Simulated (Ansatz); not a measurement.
## What biaxial strain +1.14 %, plane normal [001], relaxed out of plane does to ZnS

Start from ZnS in the wurtzite structure (space group P6_3mc, No. 186; a = 3.845 Å, c = 6.306 Å). Axes: x lies along a and z along c of the hexagonal cell.

It is then changed as follows: tensile biaxial strain of 1.14 % in the plane normal to [001], as in epitaxy on a mismatched substrate; the out-of-plane cell vector and the atoms relax.

Computed with PBE, PAW, 420 eV (Ansatz, a program for electronic structure; no spin-orbit coupling). Γ-centred 10×10×5 mesh, Fermi–Dirac width 0.05 eV.

The volume per atom rises by 0.331 Å³, from 20.18 Å³ to 20.52 Å³ and the space group remains P6_3mc (No. 186). The shortest interatomic distance increases by 0.0086 Å (2.357 Å → 2.365 Å) and the pressure (mean of the normal stresses, compression positive) goes from zero to -1.06 GPa. The band gap shrinks by 0.04 eV to 2.04 eV and the gap character stays direct at Γ. The width of the top valence band shrinks by 0.089 eV (2.03 eV → 1.95 eV) and the electron mass changes from 0.16 mₑ along c, 0.18 mₑ across (at Γ) to 0.16 mₑ out of plane, 0.17 mₑ in plane (at Γ). The valence-band top at Γ (three highest levels, from the VBM) goes from 0.00, 0.00, -0.07 eV to 0.00, -0.01, -0.01 eV and the out-of-plane strain amounts to -0.64 %. The ratio −ε⊥/ε∥ comes out as 0.56 and the mean in-plane stress (compression positive) is -1.6 GPa.

Masses are band curvatures over ±0.01 Å⁻¹ around the edge. No phonon test of stability was made.
